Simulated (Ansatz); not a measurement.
**Sr3AsN (Pm-3m, No. 221, 5 atoms in the cell; start mp-1013555)**

The numbers are results of G0W0@PBEsol (hard PAW, contour deformation, complete-basis limit; Ansatz, an electronic-structure program), not measurements.

Numerical settings: largest k mesh 6×6×6 (not extrapolated in the mesh).

Cell (relaxed with PBEsol):

```yaml
crystal:
  lattice:
    - [5.04184, 0.00000, 0.00000]
    - [0.00000, 5.04184, 0.00000]
    - [0.00000, 0.00000, 5.04184]
  atoms:
    - { symbol: Sr, position: [0.00000, 0.50000, 0.50000] }
    - { symbol: Sr, position: [0.50000, 0.00000, 0.50000] }
    - { symbol: Sr, position: [0.50000, 0.50000, 0.00000] }
    - { symbol: As, position: [0.00000, 0.00000, 0.00000] }
    - { symbol: N, position: [0.50000, 0.50000, 0.50000] }
```

- band gap = 1.26 eV

Note: the gap holds a correction of +0.49 eV to the complete basis.

Spin–orbit coupling is not included.

The computed numbers hold no vibrational or temperature effects.

A start named mp-… is a Materials Project structure, which need not be a measured phase.
